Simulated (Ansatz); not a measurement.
The starting structures come from a database of crystals and need not be the phases stable at ambient conditions.

Tunnelling through a barrier is set by its complex band structure: the current falls as exp(−2κd) with the smallest κ.

```yaml
crystal:
  lattice:
    - [7.99199, 0.00000, 0.00000]
    - [3.69837, 8.90174, 0.00000]
    - [-3.80994, -1.73750, 3.59367]
  atoms:
    - { symbol: Na, position: [0.43967, 0.25910, 0.71826] }
    - { symbol: Na, position: [0.56033, 0.74090, 0.28174] }
    - { symbol: Na, position: [0.93967, 0.24090, 0.66108] }
    - { symbol: Na, position: [0.06033, 0.75910, 0.33892] }
    - { symbol: Na, position: [0.50000, 0.00000, 0.00000] }
    - { symbol: Na, position: [0.00000, 0.50000, 0.50000] }
    - { symbol: Sc, position: [0.50000, 0.50000, 0.50000] }
    - { symbol: Sc, position: [0.00000, 0.00000, 0.00000] }
    - { symbol: F, position: [0.78811, 0.58022, 0.04033] }
    - { symbol: F, position: [0.21189, 0.41978, 0.95967] }
    - { symbol: F, position: [0.28811, 0.91978, 0.03589] }
    - { symbol: F, position: [0.71189, 0.08022, 0.96411] }
    - { symbol: F, position: [0.67945, 0.44450, 0.32384] }
    - { symbol: F, position: [0.32055, 0.55550, 0.67616] }
    - { symbol: F, position: [0.17945, 0.05550, 0.53506] }
    - { symbol: F, position: [0.82055, 0.94450, 0.46494] }
    - { symbol: F, position: [0.93104, 0.76663, 0.82705] }
    - { symbol: F, position: [0.06896, 0.23337, 0.17295] }
    - { symbol: F, position: [0.43104, 0.73337, 0.53503] }
    - { symbol: F, position: [0.56896, 0.26663, 0.46497] }
```

Space group of this cell: P2_1/c. The cell is taken as given.

Transport runs along the normal of the first two printed cell vectors.

The gap is the functional's own. No spin-orbit coupling. Mid-gap values are interpolated on the energy grid.

**Question.** State the band gap and the smallest decay constant κ at mid-gap according to r2SCAN in Ansatz (a quantum-chemistry and plane-wave program).

**Answer.** Gap 7.90 eV on a 8×4×8 mesh; κ = 0.581 1/Å, at the zone centre.
